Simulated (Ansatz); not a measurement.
# HgSe, response to strain

Base system: HgSe in the zinc blende structure (space group F-43m, No. 216; a = 6.063 Å).

Strains are applied to the cell and any free atomic positions relax.

Computed with Ansatz (an electronic-structure program) LDA, no spin-orbit coupling.

Notes on the quantities. energy relative to the base: free energy F.

```csv
isotropic strain (%),energy relative to the base (meV/atom)
-3,46.2
-2,19.7
-1,4.8
0,0.0
0.5,?
1,4.3
1.5,9.5
2,16.7
2.5,25.6
```

Task: Fit ΔE = Aε² + Bε³ (ε in %) to the rows shown and predict the withheld row.

Result: Least squares on the printed values gives A = 4.56 and B = -0.19 meV/atom (largest residual 0.1 meV/atom); this predicts 1.1 meV/atom, and the run gives 1.1 meV/atom, in agreement.

The mesh was chosen for an insulator and is coarse for the gapless case. Whether these cells are dynamically stable was not tested. The final runs are not spin-polarised.
